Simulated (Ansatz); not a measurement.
TiO2, pressure series

Base system: TiO2 in the anatase structure (space group I4_1/amd, No. 141; a = 3.798 Å, c = 9.704 Å).

Cell and atoms are relaxed at each pressure.

Computed with Kohn–Sham DFT with the PBE functional, run in Ansatz (an electronic-structure program) with PAW and 420 eV plane waves, scalar-relativistic without spin-orbit coupling, earlier PAW set.

```json
[
 {"change": "base", "shortest interatomic distance": "1.946 Å", "band gap": "2.13 eV", "density": "3.79 g/cm³", "smallest direct gap": "2.43 eV"},
 {"change": "pressure −2 GPa", "shortest interatomic distance": "1.952 Å", "band gap": "2.14 eV", "density": "3.74 g/cm³", "smallest direct gap": "2.42 eV"},
 {"change": "pressure −1 GPa", "shortest interatomic distance": "1.949 Å", "band gap": "2.13 eV", "density": "3.77 g/cm³", "smallest direct gap": "2.42 eV"},
 {"change": "pressure 0.3 GPa", "shortest interatomic distance": "1.945 Å", "band gap": "2.13 eV", "density": "3.80 g/cm³", "smallest direct gap": "2.44 eV"},
 {"change": "pressure 0.7 GPa", "shortest interatomic distance": "1.944 Å", "band gap": "2.13 eV", "density": "3.80 g/cm³", "smallest direct gap": "2.44 eV"},
 {"change": "pressure 1.5 GPa", "shortest interatomic distance": "1.941 Å", "band gap": "2.12 eV", "density": "___", "smallest direct gap": "2.44 eV"},
 {"change": "pressure 3 GPa", "shortest interatomic distance": "___", "band gap": "2.12 eV", "density": "3.85 g/cm³", "smallest direct gap": "2.45 eV"},
 {"change": "pressure 5 GPa", "shortest interatomic distance": "___", "band gap": "2.10 eV", "density": "3.90 g/cm³", "smallest direct gap": "2.46 eV"},
 {"change": "pressure 7.5 GPa", "shortest interatomic distance": "1.925 Å", "band gap": "2.08 eV", "density": "3.95 g/cm³", "smallest direct gap": "2.47 eV"},
 {"change": "pressure 10 GPa", "shortest interatomic distance": "1.919 Å", "band gap": "___", "density": "4.00 g/cm³", "smallest direct gap": "2.48 eV"}
]
```

Question: Complete the table.

Answer: 
- pressure 1.5 GPa, density: 3.82 g/cm³
- pressure 3 GPa, shortest interatomic distance: 1.937 Å
- pressure 5 GPa, shortest interatomic distance: 1.931 Å
- pressure 10 GPa, band gap: 2.06 eV

Load acts through the strain it causes; cell and atoms are relaxed under it. Whether these cells are dynamically stable was not tested. No other phases were tried under pressure. All final runs are without spin polarisation.
